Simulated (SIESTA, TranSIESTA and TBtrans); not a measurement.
Run with TranSIESTA and TBtrans (open boundaries, self-consistent; PseudoDojo norm-conserving potentials, scalar-relativistic): Spin polarized, PAO.BasisSize DZP, PAO.EnergyShift 0.15 eV, XC.Authors PBE, Mesh.Cutoff 200 Ry, ElectronicTemperature 300 K, TS.Voltage 0.0 eV, TBT.Elecs.Eta 0.001 eV.

System: Fe chain with one C atom inserted. Leads: straight Fe chain, spacing 2.25 Å. Geometry: 3 atoms about the centre moved by SIESTA (PBE, DZP) to a largest force of 0.02 eV/Å, all others as built, motion along the axis alone. Transport runs along z; the first 6 and the last 6 of the 21 atoms are the lead cells, repeated to infinity.

```xyz
21
Lattice="9.000 0.000 0.000 0.000 9.000 0.000 0.000 0.000 46.300" Properties=species:S:1:pos:R:3 pbc="F F T"
Fe     4.500     4.500     0.000
Fe     4.500     4.500     2.250
Fe     4.500     4.500     4.500
Fe     4.500     4.500     6.750
Fe     4.500     4.500     9.000
Fe     4.500     4.500    11.250
Fe     4.500     4.500    13.500
Fe     4.500     4.500    15.750
Fe     4.500     4.500    18.000
Fe     4.500     4.500    20.267
C      4.500     4.500    22.024
Fe     4.500     4.500    23.784
Fe     4.500     4.500    26.050
Fe     4.500     4.500    28.300
Fe     4.500     4.500    30.550
Fe     4.500     4.500    32.800
Fe     4.500     4.500    35.050
Fe     4.500     4.500    37.300
Fe     4.500     4.500    39.550
Fe     4.500     4.500    41.800
Fe     4.500     4.500    44.050
```
Starting moments (μB): atom 7 +3.2, atom 8 +3.2, atom 9 +3.2, atom 10 +3.2, atom 12 +3.2, atom 13 +3.2, atom 14 +3.2, atom 15 +3.2; lead atoms +3.2 (left) and +3.2 (right).

Question: Predict: conductance at 300 K (G0 = 2e²/h); mean T from −0.5 to 0.5 eV; spin polarisation of the conductance, (up − down)/(up + down).

Answer: conductance at 300 K (G0 = 2e²/h): 1.93; mean T from −0.5 to 0.5 eV: 1.92; spin polarisation of the conductance, (up − down)/(up + down): -0.53. The magnetic order of the leads was set by the start, and no other order was tried; the separate lead runs end at 3.39 (left) and 3.39 (right) μB an atom. The straight chain is held at its spacing; free chains may zigzag or dimerise.
